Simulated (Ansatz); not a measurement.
The reference is Ti in the hcp (Mg type) structure (space group P6_3/mmc, No. 194).

```yaml
crystal:
  lattice:
    - [2.93591, 0.00000, 0.00000]
    - [-1.46796, 2.54258, 0.00000]
    - [0.00000, 0.00000, 4.63642]
  atoms:
    - { symbol: Ti, position: [0.33333, 0.66667, 0.75000] }
    - { symbol: Ti, position: [0.66667, 0.33333, 0.25000] }
```

The values are results of Ansatz (a quantum-chemistry and plane-wave program), r2SCAN, PAW, cutoff 500 eV, spin-orbit coupling left out, not measurements.

One change was made to it. Results:

| quantity | base | after |
|---|---|---|
| c/a ratio | 1.579 | 1.796 |
| shortest interatomic distance | 2.872 Å | 2.598 Å |

Question: Which change produced these results?
A) Ti → Sc
B) Ti → Ca
C) Ti → V
D) Ti → Si

Answer: C, Ti → V. For comparison, the c/a ratio in the other runs: Ti → Si gives 1.714; Ti → Ca gives 1.644; Ti → Sc gives 1.559.

No phonon test of stability was made. For V and Si in this form, whether it has been made was not checked. Seeded moments were not kept for Ti → V. All final runs are without spin polarisation. This is not the structure that V has at room temperature and ambient pressure. This is not the structure that Si has at room temperature and ambient pressure. This is not the structure that Ca has at room temperature and ambient pressure.
